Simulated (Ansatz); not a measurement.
**Response to strain in SiC**

Take SiC in the wurtzite structure (space group P6_3mc, No. 186) as the base.

SiC is taken in the hexagonal space group P6₃mc (No. 186), the wurtzite structure, Pearson symbol hP4. Conventional cell: a = b = 3.075 Å, c = 5.048 Å, α = β = 90.00°, γ = 120.00°. Si on 2b is coordinated by 4 C at 1.883–1.897 Å (tetrahedral). C on 2b is surrounded by 4 Si at 1.883–1.897 Å (tetrahedral). (Neighbours: up to the widest gap in distance over summed covalent radii, below 1.35, at either atom.)

Strains are applied to the cell and any free atomic positions relax.

Method: r2SCAN (Ansatz, a quantum-chemistry and plane-wave program), scalar-relativistic without spin-orbit coupling.

```tsv
isotropic strain (%)	band gap (eV)
-1.43	2.59
-0.65	?
0	2.65
4.79	2.85
```

**Question.** Fit E_g = E₀ + Dε (ε in %) to the rows shown and predict the withheld row.

**Answer.** Least squares on the printed values gives E₀ = 2.65 eV, D = 41.8 meV per % of strain (largest residual 0.00 eV); this predicts 2.62 eV, and the run gives 2.62 eV, in agreement.

Stability against distortions was not tested.
